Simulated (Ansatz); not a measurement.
An Ansatz (an electronic-structure program) run: HfO2 with a change (isotropic strain +2.45 %); Ansatz PBE, scalar-relativistic without spin-orbit coupling, earlier PAW set.

Input:

Ansatz 0.2 input:
```yaml
crystal:
  lattice:
    - [0, 2.611515117, 2.611515117]
    - [2.611515117, 0, 2.611515117]
    - [2.611515117, 2.611515117, 0]
  atoms:
    - { symbol: Hf, position: [0, 0, 0] }
    - { symbol: O, position: [0.25, 0.25, 0.25] }
    - { symbol: O, position: [0.75, 0.75, 0.75] }
basis: { ecutwfc: 420, ecutrho_ratio: 4, xc_grid: 2, fft_grid_basis: typed }
kpoints: { mp_grid: { grid: [11, 11, 11] } }
hamiltonian:
  xc: pbe
  dispersion: none
  pseudopotentials: { azcp: { folder: ./paw }, kind: paw }
scf: { occupations: { method: fermi_dirac, width: 0.05 }, convergence: { dr2_threshold: 0.0000000003 } }
relax: { f_tol: 0.005, max_steps: 50 }
output: { forces: true, stress: true }
checkpoint: { write: state.ck, write_every: 1000 }
```

Output:

```
Relaxation: its limit of steps is 50 (relax.max_steps)
WARN ansatz: RAYON_NUM_THREADS=1 ignored (pool sized by the plan → 1); use --threads N
Pseudopotentials: kind: paw
Pseudopotential: Hf, paw, valence charge 26
Pseudopotential: O, paw, valence charge 6
Functional definition: PBE
Crystal: 3 atoms, lattice volume = 35.621 Å³
Basis set: ecut = 420 eV, 725 PW (Γ), exchange–correlation on 50×50×50 points (8 copies of the dense FFT grid, shifted against one another)
Bands: 23, of which v1, the nominal top of the filled ones, is band 19 counted from 1 (18 counted from 0)
Symmetry: 48 space group operations
Space group: Fm-3m (ITA 225), of the structure as read, at distance tolerance 3.3e-5 Å
k-points: 56 of 1331
Initial density: superposition of atomic densities (chi_scale 0.1, normalization cell, long waves kept (reshape's long-wave potential 0.00 eV rms))
Initial wavefunctions: pseudopotential atomic-orbital guess
Eigensolver: davidson
Functional: x = pbe(κ = 0.804, μ = 0.2195149727645171), c = pbe(β = 0.06672455060314922)
SCF iter   1: F=—  HF=-16862.583404 eV  |F-HF|=—  |Δ(HF+E_count)|=         —  Δρ=8.38e-2  dr2=1.75e0  ethr=3.10e-3  ⟨swp⟩=4.4  Hψ=4714  notcnv=0
all-band conjugate gradients solve this SCF's bands
preconditioner: auto → none
SCF iter   2: F=—  HF=-16862.126002 eV  |F-HF|=—  |Δ(HF+E_count)|=   4.57e-1  Δρ=2.78e-2  dr2=1.40e-1  ethr=3.10e-3  ⟨swp⟩=2.1  Hψ=3032  notcnv=0
SCF iter   3: F=—  HF=-16862.126326 eV  |F-HF|=—  |Δ(HF+E_count)|=   3.24e-4  Δρ=1.05e-2  dr2=1.98e-2  ethr=3.68e-4  ⟨swp⟩=2.0  Hψ=2240  notcnv=0
SCF iter   4: F=—  HF=-16862.126926 eV  |F-HF|=—  |Δ(HF+E_count)|=   6.00e-4  Δρ=4.34e-3  dr2=3.26e-3  ethr=5.22e-5  ⟨swp⟩=2.0  Hψ=2577  notcnv=0
SCF iter   5: F=—  HF=-16862.129436 eV  |F-HF|=—  |Δ(HF+E_count)|=   2.51e-3  Δρ=1.06e-3  dr2=3.03e-4  ethr=8.59e-6  ⟨swp⟩=3.0  Hψ=2500  notcnv=0
SCF iter   6: F=—  HF=-16862.129341 eV  |F-HF|=—  |Δ(HF+E_count)|=   9.48e-5  Δρ=6.58e-5  dr2=4.10e-7  ethr=7.96e-7  ⟨swp⟩=2.0  Hψ=2123  notcnv=0
SCF iter   7: F=—  HF=-16862.129440 eV  |F-HF|=—  |Δ(HF+E_count)|=   9.91e-5  Δρ=2.29e-5  dr2=5.90e-8  ethr=1.08e-9  ⟨swp⟩=2.0  Hψ=2379  notcnv=0
SCF iter   8: F=—  HF=-16862.129441 eV  |F-HF|=—  |Δ(HF+E_count)|=   1.04e-7  Δρ=4.87e-6  dr2=5.17e-9  ethr=1.55e-10  ⟨swp⟩=2.0  Hψ=2352  notcnv=0
SCF iter   9: F=—  HF=-16862.129441 eV  |F-HF|=—  |Δ(HF+E_count)|=   2.06e-9  Δρ=1.32e-6  dr2=3.59e-10  ethr=1.36e-11  ⟨swp⟩=2.1  Hψ=1565  notcnv=0
SCF iter  10: F=-16862.129441 eV  HF=-16862.129441 eV  |F-HF|=3.64e-12  |Δ(HF+E_count)|=  1.09e-11  Δρ=4.92e-8  dr2=3.80e-13  ethr=1.00e-12  ⟨swp⟩=4.2  Hψ=4659  notcnv=0
SCF 1 converged in 10 iterations: F = -16862.129441 eV  dr2 = 3.80e-13
relax step   1: F+E_penalty+E_count = -16862.12944060 eV  Δ(F+E_penalty+E_count) = +0.000e0 eV  max|allowed force component| = 1.542e-18 eV/Å  Δτ_max = 0.0000 Å  (10 SCF iters, accepted)
the relaxation is at rest under the 48 symmetry operations that the run kept from its start: a minimum is not shown …
SCF converged after 10 iterations
Free energy (F): -16862.129441 eV
Harris-Foulkes:  -16862.129441 eV  (|F-HF|=3.64e-12)
Internal energy: -16862.129441 eV  (E = F + TS)
E sigma→0 (E₀):  -16862.129441 eV
Fermi energy:    14.980007 eV
--- Per-component energies (eV) ---
  E_band       = -61.087636
  E_kinetic    = 735.180572
  E_local      = -7233.625971  (includes V_loc(G=0)·N_el)
  E_nonlocal   = 167.393239
  E_hartree    = 3424.801317
  E_xc         = -407.763808
  E_vxc        = -435.024415  (∫ρ·V_xc dr)
  E_paw        = -8022.707571  (= ΣΔE_a)
  E_vpaw       = -144.615504  (= ΣTr[D̂ρ^β])
  E_aug_tail   = 0.001754  (compensation charges beyond the density's cutoff)
  E_ewald      = -5525.408972
  E_smearing   = -0.000000  (= −TS)
  E_closure    = -0.000000  (closes the sum)
  Σ components = -16862.129441   (vs F -16862.129441, Δ=0.00e0)
  [band-id]    e_kinetic+e_local+e_nonlocal+2·e_hartree+e_vxc+e_vpaw+e_augmentation_tail = -61.087691   (vs E_band -61.087636, Δ=-5.54e-5)
--- Forces (eV/Å), atoms counted from 1 ---
  atom   1  Hf    -0.00000000    -0.00000000     0.00000000
  atom   2  O     -0.00000000     0.00000000    -0.00000000
  atom   3  O     -0.00000000    -0.00000000     0.00000000
  max |Σ_I F_I| component: 2.31e-18 eV/Å
--- Stress (GPa, compression-positive) ---
      -15.329791       0.000000       0.000000
       -0.000000     -15.329791       0.000000
        0.000000       0.000000     -15.329791
  P = ⅓ Tr σ = -15.3298 GPa (-153.298 kbar)
  The stress holds the Pulay correction. Without it, at fixed plane waves, as pw.x and ABINIT print it: P = -15.8163 GPa
  The stress includes an estimate of the error left by incomplete SCF convergence (largest component 0.0000 GPa).
--- Band table ---
  band table: none
--- Relaxed structure (1 steps of the walk, 1 accepted, 0 SCFs on fresh bases) ---
  F+E_penalty+E_count = -16862.12944060 eV   max|allowed force component| = 1.542e-18 eV/Å
  atoms:
    - { symbol: Hf, position: [0.0, 0.0, 0.0] }
    - { symbol: O, position: [0.24999999999999997, 0.24999999999999997, 0.24999999999999997] }
    - { symbol: O, position: [0.75, 0.75, 0.75] }
```

Spin-orbit coupling, missing from the scalar runs, can matter with Hf. Whether these cells are dynamically stable was not tested. The cell was made from HfO2 in the fluorite structure (space group Fm-3m, No. 225) by this change: isotropic strain +2.45 %. This is not the structure that HfO2 has at room temperature and ambient pressure.
